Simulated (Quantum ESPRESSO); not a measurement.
## Quick settings and what they miss: CsLi2Br3 (Immm, 6 atoms in the cell)

Self-consistent single point.

```
CELL_PARAMETERS angstrom
     -2.31574     2.80266     6.56758
      2.31574    -2.80266     6.56758
      2.31574     2.80266    -6.56758
ATOMIC_POSITIONS crystal
  Cs 0.00000 0.50000 0.50000
  Li 0.30866 0.80866 0.50000
  Li 0.69134 0.19134 0.50000
  Br 0.77909 0.77909 0.00000
  Br 0.22091 0.22091 0.00000
  Br 0.50000 0.00000 0.50000
```

Method of the run: LDA (PZ), GBRV 1.5 ultrasoft (LDA) pseudopotentials (plane waves; Quantum ESPRESSO 7.5).

Base settings: ecutwfc = 40 Ry; ecutrho = 200 Ry; occupations = fixed; potentials = {Cs: cs_lda_v1.uspp.F.UPF, Li: li_lda_v1.4.uspp.F.UPF, Br: br_lda_v1.4.uspp.F.UPF}; K_POINTS = automatic 5 5 5 1 1 1; nbnd = 24; conv_thr = 1e-10 Ry.

Tight run (finer mesh or higher cutoff; not a proven limit): ecutwfc: 40 Ry → 56 Ry; ecutrho: 200 Ry → 280 Ry; conv_thr: 1e-10 Ry → 7.3e-11 Ry; K_POINTS: automatic 5 5 5 1 1 1 → automatic 7 7 7 1 1 1. It gave top of the valence band (on the code's own zero) 1.98 eV; gap on the k-point mesh 4.13 eV; pressure -1.60 GPa; largest force (vector length) 0.041 eV/Å.

Quick runs, as changes from the base:
- A: the base itself
- B: ecutwfc: 40 Ry → 32 Ry; ecutrho: 200 Ry → 256 Ry; pseudopotentials: {Cs: cs_lda_v1.uspp.F.UPF, Li: li_lda_v1.4.uspp.F.UPF, Br: br_lda_v1.4.uspp.F.UPF} → {Cs: Cs_pbe_v1.uspp.F.UPF, Li: li_pbe_v1.4.uspp.F.UPF, Br: br_pbe_v1.4.uspp.F.UPF}; K_POINTS: automatic 5 5 5 1 1 1 → automatic 6 6 6 1 1 1; input_dft: default → pbesol [PBEsol]
- C: ecutwfc: 40 Ry → 24 Ry; ecutrho: 200 Ry → 192 Ry; conv_thr: 1e-10 Ry → 7.3e-06 Ry; pseudopotentials: {Cs: cs_lda_v1.uspp.F.UPF, Li: li_lda_v1.4.uspp.F.UPF, Br: br_lda_v1.4.uspp.F.UPF} → {Cs: Cs_pbe_v1.uspp.F.UPF, Li: li_pbe_v1.4.uspp.F.UPF, Br: br_pbe_v1.4.uspp.F.UPF}; K_POINTS: automatic 5 5 5 1 1 1 → automatic 3 3 3 1 1 1; input_dft: default → pbesol [PBEsol]
- D: ecutwfc: 40 Ry → 24 Ry; ecutrho: 200 Ry → 120 Ry; K_POINTS: automatic 5 5 5 1 1 1 → automatic 6 6 6 1 1 1

Dashes: energy of B, C, another energy zero; time of C, under 30 s.

Gaps are read on each run's own mesh, which may miss the band edges.

† marks runs with another functional, U, potentials or spin treatment: their distance from the tight run is not a convergence error alone.

The count of work is k-points × plane waves × bands × iterations; it is no time. Core times come from one kind of shared machine and are given to one figure; runs under 30 s give none.

The starting cell comes from a database of computed structures (which also holds hypothetical and non-ambient phases and stackings), without a prior relaxation at this level. Its lattice was rescaled by a random factor within 2.5 % of one. The shifted mesh does not hold Γ, so a gap read on it misses any band edge there.

```tsv
run	energy less tight (meV/atom)	pressure less tight (GPa)	largest miss in a force vector (eV/Å)	gap on the mesh less tight (eV)	count of work / tight	core time / tight (rough)
A	0.7	-0.02	0.000	0.057	0.25	0.3
B†	–	1.29	0.009	0.196	0.30	0.3
C†	–	-0.71	0.011	0.420	0.019	–
D	61.2	-2.18	0.001	0.024	0.20	0.2
```

Among the runs at the tight run's level, the energy misses run from 0.7 to 61.2 meV/atom.

Left out of this page: 2 runs of the series outside the window shown, repeating another row's setting, or not comparable.
